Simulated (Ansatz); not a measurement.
Seebeck coefficient (μV/K, mean over directions) of n-type SiC (F-43m) against carrier density, r2SCAN with spin-orbit coupling, rigid bands (Ansatz, a program for electronic structure). Computed gap 1.71 eV; densities at which minority carriers matter at this gap, or further valleys turn the trend, are left out. Conductivity mass 0.30 mₑ (harmonic mean over directions), N_c = 1.5e19 cm⁻³ at 300 K.

```csv
electron density,300 K,500 K,800 K
1e16 cm⁻³,…,-904,-966
1e17 cm⁻³,-639,-706,-768
1e18 cm⁻³,-442,-508,-569
3e18 cm⁻³,-348,-414,-475
1e19 cm⁻³,-248,-312,-372
3e19 cm⁻³,-164,-222,-280
1e20 cm⁻³,-89,…,-185
3e20 cm⁻³,-45,-74,-111
1e21 cm⁻³,…,-35,-56
```

**Question.** Complete the blanks.

**Answer.** 
- 1e16 cm⁻³, 300 K: -838
- 1e20 cm⁻³, 500 K: -134
- 1e21 cm⁻³, 300 K: -21

Rigid bands with a gap fixed in temperature, one relaxation time for all states, no polarons or phonon drag, and whether or not such doping can be reached.
